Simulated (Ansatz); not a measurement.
We consider Hf2N2O (P2₁/m, No. 11, 10 atoms in the cell; start mp-776205), described by HSE06+SOC in Ansatz (plane waves, PAW).

Settings: plane-wave cutoff 460 eV, 6×6×4 k mesh (along the axes of the cell as run), Fermi–Dirac smearing 0.01 eV, PAW data made under PBE.

Cell (relaxed with PBEsol):

```cif
data_Hf4N4O2
_chemical_formula_sum 'Hf4 N4 O2'
_space_group_name_H-M_alt 'P21/m'
_space_group_IT_number 11
_space_group_name_Hall '-P 2yb'
_cell_length_a 4.25860
_cell_length_b 3.40240
_cell_length_c 8.57737
_cell_angle_alpha 90.000
_cell_angle_beta 100.672
_cell_angle_gamma 90.000
loop_
_space_group_symop_operation_xyz
  'x, y, z'
  '-x, -y, -z'
  '-x, y+1/2, -z'
  'x, -y+1/2, z'
loop_
_atom_site_label
_atom_site_type_symbol
_atom_site_symmetry_multiplicity
_atom_site_Wyckoff_symbol
_atom_site_fract_x
_atom_site_fract_y
_atom_site_fract_z
_atom_site_occupancy
Hf1 Hf 2 e 0.79014 0.25000 0.10595 1
Hf2 Hf 2 e 0.37904 0.75000 0.32802 1
N1 N 2 e 0.16657 0.25000 0.75034 1
N2 N 2 e 0.28565 0.25000 0.09760 1
O1 O 2 e 0.31171 0.25000 0.43901 1
```

Give the computed band gap, smallest direct gap on the k points sampled and Γ–Γ gap.


- band gap = 2.20 eV (indirect)
- smallest direct gap on the k points sampled = 2.73 eV
- Γ–Γ gap = 3.41 eV

Note: cell and atoms aren't relaxed at this level (largest force component 0.33 eV/Å, pressure 2.4 GPa).

The computed numbers hold no vibrational or temperature effects.

It cost roughly 3 core-hours of CPU time.

A start named mp-… is a Materials Project structure, which need not be a measured phase.

Ansatz is an electronic-structure program.
